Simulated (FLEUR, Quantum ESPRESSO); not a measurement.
A FLEUR input for a self-consistent single point of Hf₅Sc (P-62m, 6 atoms in the cell) (DFT, PBEsol, all-electron FLAPW (FLEUR), scalar-relativistic valence):

Input of the input generator:

```
scf Hf5Sc
&input film=f /
10.2994626256 -0.0000004312 0.0000000000
-5.1497309394 8.9195964947 0.0000000000
0.0000000000 0.0000000000 9.3050303349
1.0
1.0 1.0 1.0

6
72 0.6605300000 -0.0000000000 0.0000000000
72 0.3394700000 0.3394700000 -0.0000000000
72 0.0000000000 0.6605300000 0.0000000000
72 0.3333333333 0.6666666667 0.5000000000
72 0.6666666667 0.3333333333 0.5000000000
21 0.0000000000 -0.0000000000 0.5000000000

&comp jspins=1 /
&exco xctyp='PBEs' /
&kpt div1=5 div2=5 div3=5 /
&end /
```

```xml
<?xml version="1.0" encoding="UTF-8" standalone="no"?>
<fleurInput fleurInputVersion="0.39">
   <comment>
      scf Hf5Sc                                                                                           
   </comment>
   <calculationSetup>
      <cutoffs Kmax="3.8" Gmax="15.2" GmaxXC="15.2" numbands="0"/>
      <scfLoop itmax="100" minDistance="0.00001" maxIterBroyd="15" imix="Anderson" alpha="0.05" precondParam="0.0" spinf="2.0"/>
      <coreElectrons ctail="T" frcor="F" kcrel="0" coretail_lmax="0"/>
      <xcFunctional name="PBEs" relativisticCorrections="F"/>
      <magnetism jspins="1"/>
      <soc l_soc="F" theta="0.0" phi="0.0" spav="F"/>
      <expertModes spex="0" secvar="F"/>
      <geometryOptimization l_f="T" forcealpha="1.0" forcemix="BFGS" epsdisp="0.00001" epsforce="0.00001"/>
      <ldaU l_linMix="F" mixParam="0.05" spinf="1.0"/>
   </calculationSetup>
   <cell>
      <bzIntegration valenceElectrons="141.0" mode="gauss" fermiSmearingEnergy="0.00367493">
         <kPointListSelection listName="default-1"/>
         <!-- k-points included here -->
         <xi:include xmlns:xi="http://www.w3.org/2001/XInclude" href="kpts.xml"> </xi:include>
      </bzIntegration>
      <!-- symmetry operations included here -->
      <xi:include xmlns:xi="http://www.w3.org/2001/XInclude" href="sym.xml"> </xi:include>
      <bulkLattice scale="1.0">
         <bravaisMatrix>
            <row-1>   10.2994626256000004    -0.0000004312000000     0.0000000000000000</row-1>
            <row-2>   -5.1497309394000004     8.9195964947000004     0.0000000000000000</row-2>
            <row-3>    0.0000000000000000     0.0000000000000000     9.3050303348999996</row-3>
         </bravaisMatrix>
      </bulkLattice>
   </cell>
   <atomSpecies>
      <species name="Hafnium (Hf)" element="Hf" atomicNumber="72">
         <mtSphere radius="2.63" gridPoints="925" logIncrement="0.014"/>
         <atomicCutoffs lmax="10" lnonsphr="8"/>
         <electronConfig flipSpins="F">
            <coreConfig>(1s1/2) (2s1/2) (2p1/2) (2p3/2) (3s1/2) (3p1/2) (3p3/2) (4s1/2) (3d3/2) (3d5/2) (4p1/2) (4p3/2) (4d3/2) (4d5/2)</coreConfig>
            <valenceConfig>(5s1/2) (5p1/2) (5p3/2) (6s1/2) (4f5/2) (4f7/2) (5d3/2) (5d5/2)</valenceConfig>
            <stateOccupation state="(5d3/2)" spinUp="0.4" spinDown="0.4"/>
            <stateOccupation state="(5d5/2)" spinUp="0.6" spinDown="0.6"/>
         </electronConfig>
         <energyParameters s="6" p="6" d="5" f="5"/>
         <lo type="SCLO" l="0" n="5" eDeriv="0"/>
         <lo type="SCLO" l="1" n="5" eDeriv="0"/>
         <lo type="SCLO" l="3" n="4" eDeriv="0"/>
      </species>
      <species name="Scandium (Sc)" element="Sc" atomicNumber="21">
         <mtSphere radius="2.63" gridPoints="925" logIncrement="0.013"/>
         <atomicCutoffs lmax="10" lnonsphr="8"/>
         <electronConfig flipSpins="F">
            <coreConfig>(1s1/2) (2s1/2) (2p1/2) (2p3/2)</coreConfig>
            <valenceConfig>(3s1/2) (3p1/2) (3p3/2) (4s1/2) (3d3/2) (3d5/2)</valenceConfig>
            <stateOccupation state="(3d3/2)" spinUp="0.2" spinDown="0.2"/>
            <stateOccupation state="(3d5/2)" spinUp="0.3" spinDown="0.3"/>
         </electronConfig>
         <energyParameters s="4" p="4" d="3" f="4"/>
         <lo type="SCLO" l="0" n="3" eDeriv="0"/>
         <lo type="SCLO" l="1" n="3" eDeriv="0"/>
      </species>
   </atomSpecies>
   <atomGroups>
      <atomGroup species="Hafnium (Hf)">
         <relPos label="                   1">-.3394700000 .0000000000 .0000000000</relPos>
         <relPos label="                   2">.3394700000 .3394700000 .0000000000</relPos>
         <relPos label="                   3">.0000000000 -.3394700000 .0000000000</relPos>
         <force calculate="T" relaxXYZ="TTT"/>
      </atomGroup>
      <atomGroup species="Hafnium (Hf)">
         <relPos label="                   4">1.000/3.000 -1.000/3.000 1.000/2.000</relPos>
         <relPos label="                   5">-1.000/3.000 1.000/3.000 1.000/2.000</relPos>
         <force calculate="T" relaxXYZ="TTT"/>
      </atomGroup>
      <atomGroup species="Scandium (Sc)">
         <relPos label="                   6">.0000000000 .0000000000 1.000/2.000</relPos>
         <force calculate="T" relaxXYZ="TTT"/>
      </atomGroup>
   </atomGroups>
   <output dos="F" band="F" slice="F">
      <checks vchk="F" cdinf="F"/>
      <bandDOS minEnergy="-.5*Htr" maxEnergy="0.5*Htr" sigma="0.015" storeEVData="T"/>
      <vacuumDOS vacdos="F" integ="F" star="F" nstars="0" locx1="0.0" locy1="0.0" locx2="0.0" locy2="0.0" nstm="0" tworkf="0.0"/>
      <unfoldingBand unfoldBand="F" supercellX="1" supercellY="1" supercellZ="1"/>
      <plotting iplot="0" polar="F">
         <plot TwoD="T" vec1="  1.0  0.0  0.0" vec2="  0.0  1.0  0.0" vec3="  0.0  0.0  1.0" zero="  0.0  0.0  0.0" file="plot"/>
      </plotting>
      <chargeDensitySlicing numkpt="0" minEigenval="0.0" maxEigenval="0.0" nnne="0" pallst="F"/>
      <specialOutput eonly="F"/>
      <magneticCircularDichroism mcd="F" energyLo="-10.0" energyUp="0.0"/>
   </output>
  <!-- We include the file relax.xml here to enable relaxations (see documentation) -->
  <xi:include xmlns:xi="http://www.w3.org/2001/XInclude" href="relax.xml"> <xi:fallback/> </xi:include>
</fleurInput>
```

Give the Quantum ESPRESSO input for the same structure, mesh, smearing and functional.

One input that does it (others would too):

```fortran
&control
  calculation = 'scf'
  prefix = 'scf'
  outdir = './work'
  pseudo_dir = './'
  verbosity = 'high'
  tprnfor = .true.
  tstress = .true.
/
&system
  ibrav = 4
  celldm(1) = 10.299462626
  celldm(3) = 0.90344813833
  nat = 6
  ntyp = 2
  ecutwfc = 60
  occupations = 'smearing'
  smearing = 'gauss'
  degauss = 0.0073499
  input_dft = 'pbesol'
/
&electrons
  conv_thr = 1.0e-11
/
ATOMIC_SPECIES
Hf   178.4900  Hf-sp.oncvpsp.upf
Sc    44.9559  Sc_ONCV_PBE-1.0.oncvpsp.upf
ATOMIC_POSITIONS crystal
Hf    0.660530000    0.000000000    0.000000000
Hf    0.339470000    0.339470000    0.000000000
Hf    0.000000000    0.660530000    0.000000000
Hf    0.333333333    0.666666667    0.500000000
Hf    0.666666667    0.333333333    0.500000000
Sc    0.000000000    0.000000000    0.500000000
K_POINTS automatic
5 5 5  0 0 0
```

Basis settings and potentials, where a program has them, do not carry over. This input uses DFT, PBEsol, plane waves, SSSP 1.1.2 efficiency (PBE) pseudopotentials.

The starting cell comes from a database of computed structures (which also holds hypothetical and non-ambient phases and stackings), without a prior relaxation at this level. For this run, on top of that: lattice scaled by 0.98.
